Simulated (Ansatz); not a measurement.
CrCuO2: uniaxial stress, 2 GPa compression along x

Start from CrCuO2 (space group R-3m, No. 166; a = 2.964 Å, c = 16.920 Å (hexagonal axes); ferromagnetic). Axes: x lies along a and z along c of the hexagonal cell.

Perturbation: uniaxial stress, 2 GPa compression along x; all other stress components relax to zero.

All numbers come from PBEsol/PAW in Ansatz (a program for electronic structure), spin-orbit coupling left out. Γ-centred 13×13×13 mesh, Fermi–Dirac width 0.05 eV.

The volume per atom decreases by 0.06 Å³ (10.73 Å³ → 10.67 Å³) and the space group becomes C2/m (No. 12) (base: R-3m (No. 166)). The shortest interatomic distance hardly moves (1.829 Å against 1.830 Å) and the energy goes up by 0.7 meV/atom. The band gap shrinks by 0.05 eV, from 0.92 eV to 0.87 eV and the gap character comes out as indirect, C → M₂. The magnetic state is still ferromagnetic and the largest site moment hardly moves (2.38 μB against 2.37 μB). The strain response (xx, yy, zz) comes out as (−0.99, +0.21, +0.23) % and the secant Young's modulus along x amounts to 200 GPa. The mean lateral Poisson ratio is 0.22.

Cost of the whole job for the changed cell (relaxation, final SCF and bands): roughly 13 core-minutes.

Beyond what the load breaks, stability against distortions was not tested. No Hubbard U is applied and the magnetic state is the run's own (CrCuO2 ferromagnetic); other magnetic orders, which need larger cells, were not tried and can change the gap. Where the two band edges lie in opposite spin channels, the gap is a spin-flip gap. k-point labels follow each cell's own Brillouin zone.
